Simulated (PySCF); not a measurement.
PySCF 2.14.0, TPSSH/def2-svpd, df: Mo(O)(S)(NH2)2 ([NH2][Mo]([NH2])(=[O])=[S]), 9 atoms. The geometry is a generated start, not checked to be a minimum at this level.

```yaml
task: energy
method: tpssh
basis: def2-svpd
two_electron_scheme: density fitting
mol.max_memory: 3000 MB
mf.max_cycle: 100
mf.conv_tol: 1e-09 (default)
mf.grids.level: 3 (default)
effective_core_potentials: those of the basis set, past Kr
basis_functions: 156
grid_points: 122440
```

```xyz
9

Mo     0.6301    -0.1473     0.0312
O      1.7564    -0.3381    -1.1500
S      1.2984    -0.4366     2.0513
N     -0.0706     1.6255    -0.0244
H     -0.4098     2.1693     0.7734
H     -0.0702     2.2369    -0.8418
N     -0.7715    -1.4139    -0.2258
H     -0.9767    -1.8928    -1.1034
H     -1.3859    -1.8030     0.4896
```

Charge 0 and multiplicity 1 are set for this test and not shown to be the ground state.

With the defaults (mf.DIIS = CDIIS, mf.diis = true, mf.init_guess = minao, mf.level_shift = 0, newton = off, mf.damp = 0, mf.diis_start_cycle = 1, mf.diis_space = 8) it converges in 16 Fock builds. One run each on 2 threads, 1 BLAS thread, with these changes:
- mf.damp = 0.3, mf.diis_start_cycle = 4
- mf.diis = false, mf.damp = 0.7, mf.diis_start_cycle = 999
- mf.init_guess = atom
- mf.diis_space = 12
- newton = Hessian by the SCF's own integrals
- mf.diis = false
- mf.DIIS = EDIIS
- mf.level_shift = 0.3 Hartree
- mf.init_guess = 1e

Question: Which of these changes keep the SCF from converging, or lead it to another solution?

Answer: No convergence: mf.DIIS = EDIIS; mf.diis = false (the run ends without SCF convergence in 100 cycles). The rest reach the solution of the defaults.

```json
[
 {"setting": "the defaults", "Fock builds": "16", "end": "same solution"},
 {"setting": "mf.init_guess = atom", "Fock builds": "16", "end": "same solution"},
 {"setting": "mf.diis_space = 12", "Fock builds": "16", "end": "same solution"},
 {"setting": "mf.level_shift = 0.3 Hartree", "Fock builds": "19", "end": "same solution"},
 {"setting": "mf.init_guess = 1e", "Fock builds": "21", "end": "same solution"},
 {"setting": "mf.damp = 0.3, mf.diis_start_cycle = 4", "Fock builds": "23", "end": "same solution"},
 {"setting": "mf.diis = false, mf.damp = 0.7, mf.diis_start_cycle = 999", "Fock builds": "27", "end": "same solution"},
 {"setting": "newton = Hessian by the SCF's own integrals", "Fock builds": "49", "end": "same solution"},
 {"setting": "mf.DIIS = EDIIS", "Fock builds": "101", "end": "no convergence"},
 {"setting": "mf.diis = false", "Fock builds": "101", "end": "no convergence"}
]
```

Under newton the count holds the products with the orbital Hessian.
